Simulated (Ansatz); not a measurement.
**Zone-centre phonon calculation of Al2O3 (R-3c, 10 atoms in the cell) at several settings**

```
CELL_PARAMETERS angstrom
      2.35783     1.36129     4.29076
     -2.35783     1.36129     4.29076
      0.00000    -2.72259     4.29076
ATOMIC_POSITIONS crystal
  Al 0.14790 0.14790 0.14790
  Al 0.85210 0.85210 0.85210
  Al 0.35210 0.35210 0.35210
  Al 0.64790 0.64790 0.64790
  O  0.94386 0.55614 0.25000
  O  0.05614 0.44386 0.75000
  O  0.25000 0.94386 0.55614
  O  0.75000 0.05614 0.44386
  O  0.55614 0.25000 0.94386
  O  0.44386 0.75000 0.05614
```

Base: Ansatz (a program for electronic structure) with PBE, PAW files. Its settings: basis.ecutwfc = 30.9 Ry; kpoints.mp_grid.grid = 5 5 5; kpoints.mp_grid.shift = 0.5 0.5 0.5; hamiltonian.xc = pbe; hamiltonian.pseudopotentials = {kind: paw} (the program's default PAW files); scf.occupations.method = fixed. Starting volume 8.26 Å³ per atom.

Each line gives the change from the base single point and the result:

- scf.convergence.dr2_threshold: default (1e-07 eV) → 0.0001 eV; phonons.method: default → dfpt; phonons.dielectric: default → true; phonons.rigid_motions: default → translations: zone-centre frequencies (cm⁻¹; negative means imaginary) 0, 0, 0, 317, 377, 377, 399, 400, 400, 422, 443, 443, 447, 447, 457, 457, 542, 593, 593, 602, 602, 615, 617, 657, 657, 668, 709, 776, 782, 782; ε∞ at this k-point mesh, which may be far from converged in small-gap cells (xx, yy, zz) 3.22, 3.22, 3.18; Born charges at this mesh (mean of the diagonal, e) Al 2.95, Al 2.95, Al 2.95, Al 2.95, O -1.97, O -1.97, O -1.97, O -1.97, O -1.97, O -1.97.
- hamiltonian.xc: pbe → lda; phonons.method: default → dfpt; phonons.dielectric: default → true; phonons.rigid_motions: default → translations [DFT, LDA (PW92), plane waves, PAW files made with PBE]: zone-centre frequencies (cm⁻¹; negative means imaginary) 0, 0, 0, 312, 374, 374, 391, 391, 397, 420, 438, 438, 442, 442, 448, 448, 530, 583, 583, 584, 584, 598, 605, 641, 641, 649, 696, 758, 760, 760; ε∞ at this k-point mesh, which may be far from converged in small-gap cells (xx, yy, zz) 3.24, 3.24, 3.20; Born charges at this mesh (mean of the diagonal, e) Al 2.95, Al 2.95, Al 2.95, Al 2.95, O -1.97, O -1.97, O -1.97, O -1.97, O -1.97, O -1.97.

The starting cell comes from a database of computed structures (which also holds hypothetical and non-ambient phases and stackings), without a prior relaxation at this level. Its lattice was rescaled by a random factor within 2.5 % of one. In the base run, with a pressure of about 15 GPa the cell is away from its equilibrium volume at this level.

Frequencies and response belong to this unrelaxed cell.

Left out of this page: 1 run of the series outside the window shown, repeating another row's setting, or not comparable.

Keys are those of Ansatz 0.2.
